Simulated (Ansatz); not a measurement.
# Cr₂C (P-3m1, No. 164, 3 atoms in the cell; start mp-1226378): bulk modulus by level of theory

No measured value is used here.

| level (code) | value (GPa) | cell (Å³/atom) |
|---|---|---|
| LDA (Ansatz) | 289 | 9.29 |
| PBEsol (Ansatz) | 272 | 9.52 |
| r²SCAN (Ansatz) | 269 | 9.66 |

The crystal itself was run without spin with LDA, PBEsol, r²SCAN; a magnetic state was not tried in these runs. LDA, PBEsol, r²SCAN: the run has no spin polarisation, so it can have missed a magnetic state. LDA, PBEsol, r²SCAN: the bulk modulus is −V dP/dV from two relaxed cells at ±2 % in volume. LDA, PBEsol, r²SCAN: the relaxation could not lower the start's symmetry, so the cell can be a saddle point above a distorted one. Each level is taken at its own relaxed cell. Cutoffs differ between the levels. Ansatz's density-functional and Hartree–Fock values are scalar-relativistic unless marked +SOC, with PAW data made under PBE.

A start named mp-… is a Materials Project structure, which need not be a measured phase.

Ansatz is a program for electronic structure.
